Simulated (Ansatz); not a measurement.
Short convergence ladders for Cu₃Sn (Pmm2, 8 atoms in the cell)

```xyz
8
Lattice="4.3021 0.0000 0.0000 0.0000 5.4054 0.0000 0.0000 0.0000 4.7407" Properties=species:S:1:pos:R:3 pbc="T T T"
Cu     2.1510     0.0000     1.4770
Cu     0.0000     2.7027     3.3138
Cu     0.0000     4.0568     0.7387
Cu     0.0000     1.3485     0.7387
Cu     2.1510     4.0512     4.0021
Cu     2.1510     1.3542     4.0021
Sn     2.1510     2.7027     1.6174
Sn     0.0000     0.0000     3.1233
```

Base method: PBEsol, default PAW files made with PBE (plane waves; Ansatz, a first-principles code).

Base settings: basis.ecutwfc = 30.9 Ry; kpoints.mp_grid.grid = 5 3 4; hamiltonian.xc = pbesol; hamiltonian.pseudopotentials = {kind: paw} (the program's default PAW files); scf.occupations.method = fermi_dirac; scf.occupations.width = 0.0073 Ry.

The count of work is k-points × plane waves × bands × iterations; it is no time. Core times come from one kind of shared machine, to one figure; runs under 30 s give none.

**Shifted k-point meshes**

In this ladder: kpoints.mp_grid.shift = 0.5 0.5 0.5.

Only quantities that move along the ladder and can be compared are tabulated.

```tsv
kpoints.mp_grid.grid	free energy less the last step's (meV/atom)	pressure (GPa)	largest difference of a force vector from the last step's (eV/Å)	count of work / last
2 1 1	-513.89	-1.65	0.271	0.0049
2 1 2	-109.63	-0.03	0.158	0.0056
2 2 2	47.90	1.21	0.169	0.0056
3 2 3	71.19	1.63	0.179	0.022
4 3 4	4.13	0.60	0.058	0.044
5 4 5	-3.53	0.14	0.037	0.089
6 5 6	0.60	0.16	0.012	0.13
12 10 11	0.00	0.16	0.000	1.0
```

Coarsest kpoints.mp_grid.grid that holds the pressure within 0.5 GPa of the last step, with all finer ones: 4 3 4, at 0.044 of the last step's count of work; the step before is off by 1.5 GPa.

Coarsest kpoints.mp_grid.grid that holds the forces within 0.02 eV/Å: not settled: the last two steps still differ by 0.012 eV/Å, over half the tolerance, so the ladder does not show it.

Coarsest kpoints.mp_grid.grid that holds the free energy within 5 meV/atom of the last step, with all finer ones: 4 3 4, at 0.044 of the last step's count of work; the step before is off by 71 meV/atom.

**The k-point mesh at a smearing width of 0.3 eV**

In this ladder: scf.occupations.width = 0.022 Ry.

Only quantities that move along the ladder and can be compared are tabulated.

```csv
kpoints.mp_grid.grid,free energy less the last step's (meV/atom),pressure (GPa),largest difference of a force vector from the last step's (eV/Å),count of work / last,core time / last (rough)
3 2 3,-16.97,0.16,0.103,0.053,–
4 3 4,2.86,0.51,0.034,0.12,–
6 5 5,-1.52,0.48,0.006,0.24,0.2
9 7 8,0.28,0.53,0.001,0.67,0.7
10 8 9,0.00,0.52,0.000,1.0,1
```

Coarsest kpoints.mp_grid.grid that holds the forces within 0.02 eV/Å of the last step, with all finer ones: 6 5 5, at 0.24 of the last step's count of work and about 0.2 of the last step's time; the step before is off by 0.034 eV/Å.

Coarsest kpoints.mp_grid.grid that holds the free energy within 5 meV/atom of the last step, with all finer ones: 4 3 4, at 0.12 of the last step's count of work; the step before is off by 17 meV/atom.

Coarsest kpoints.mp_grid.grid that holds the pressure within 0.2 GPa of the last step, with all finer ones: 4 3 4, at 0.12 of the last step's count of work; the step before is off by 0.36 GPa.

**The width of Methfessel-Paxton smearing**

In this ladder: kpoints.mp_grid.grid = 8 5 7; scf.occupations.method = methfessel_paxton.

Narrow widths need finer meshes than wide ones, so the last steps can hold mesh noise.

Only quantities that move along the ladder and can be compared are tabulated; pressure and forces are left out, as mesh noise rules them at narrow widths.

| scf.occupations.width | free energy less the last step's (meV/atom) | core time / last (rough) |
|---|---|---|
| 0.0735 Ry | 5.15 | 1 |
| 0.0367 Ry | 0.69 | 1.0 |
| 0.022 Ry | -0.12 | 0.9 |
| 0.0073 Ry | 0.00 | 1 |

Widest scf.occupations.width that holds the free energy within 0.5 meV/atom of the last step, with all finer ones: 0.022 Ry; the step before is off by 0.69 meV/atom.

On the base run: the starting cell comes from a database of computed structures (which also holds hypothetical and non-ambient phases and stackings), without a prior relaxation at this level. Its lattice was rescaled by up to half a per cent. One atom was moved a little off its site on purpose. Spin polarisation is off. Ansatz's pressure includes its estimate of the finite-basis (Pulay) stress. Without a gap this mesh is coarse (it stands for a supercell whose shortest vector is 16 Å).

Left out of this page: 2 runs of the series outside the window shown, repeating another row's setting, or not comparable.

Keys are those of Ansatz 0.2.
